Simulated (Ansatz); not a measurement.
**NbTe$_{2}$ (space group C2/m, No. 12; layered)**

```yaml
crystal:
  lattice:
    - [7.38187, -1.83724, 0.00000]
    - [7.38187, 1.83724, 0.00000]
    - [-3.32311, 0.00000, 8.84166]
  atoms:
    - { symbol: Nb, position: [0.00000, 0.00000, 0.00000] }
    - { symbol: Nb, position: [0.63792, 0.63792, 0.28928] }
    - { symbol: Nb, position: [0.36208, 0.36208, 0.71072] }
    - { symbol: Te, position: [0.64828, 0.64828, 0.01247] }
    - { symbol: Te, position: [0.35172, 0.35172, 0.98753] }
    - { symbol: Te, position: [0.29553, 0.29553, 0.38100] }
    - { symbol: Te, position: [0.70447, 0.70447, 0.61900] }
    - { symbol: Te, position: [0.99586, 0.99586, 0.69309] }
    - { symbol: Te, position: [0.00414, 0.00414, 0.30691] }
```

Computed with r2SCAN+rVV10 (Ansatz, an electronic-structure program, PAW, scalar-relativistic without spin-orbit coupling). k-mesh 13×13×6 (Γ-centred); smearing 0.05 eV (Fermi–Dirac).

| Quantity | Value |
|---|---|
| Volume per atom | 26.65 Å³ |
| Density | 7.23 g/cm³ |
| Band gap | zero |
| Total energy | -6183.153 eV/atom (σ→0; compares only within this code and set-up) |

Stability against distortions was not tested. All final runs are without spin polarisation. An odd electron count without spin: NbTe2.
